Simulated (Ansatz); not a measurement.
Data:

```yaml
crystal:
  lattice:
    - [4.83889, 0.00000, 0.00000]
    - [0.00000, 4.83889, 0.00000]
    - [0.00000, 0.00000, 3.18064]
  atoms:
    - { symbol: Sn, position: [0.00000, 0.00000, 0.00000] }
    - { symbol: Sn, position: [0.50000, 0.50000, 0.50000] }
    - { symbol: O, position: [0.30639, 0.30639, 0.00000] }
    - { symbol: O, position: [0.69361, 0.69361, 0.00000] }
    - { symbol: O, position: [0.80639, 0.19361, 0.50000] }
    - { symbol: O, position: [0.19361, 0.80639, 0.50000] }
```

Level of theory: r2SCAN, rigid bands (plane waves, PAW, scalar-relativistic; Ansatz, an electronic-structure program). Condition of this run: biaxial stress in the c plane of -4 GPa (compression positive) (the target of the relaxation). How the cell was made: cell and atoms relaxed with PBEsol, then loaded as said.

Task: Predict the electron conductivity mass (n e² τ/σ) at 300 K, by direction if it differs.

Result: 0.23 (x), 0.23 (y), 0.194 (z) mₑ.

Task: What conductivity effective mass do dilute holes have at 300 K?

Result: 1.46 (x), 1.46 (y), 2.1 (z) mₑ.

Task: And the band gap?

Result: 1.55 eV at this level; semilocal functionals usually fall short of the measured gap.

Rigid bands, one relaxation time for all states, no polarons. Spin-orbit coupling is left out; where it splits the top of the valence band it changes the hole mass and lowers the gap by about a third of the splitting. Geometry: cell and atoms relaxed with PBEsol.
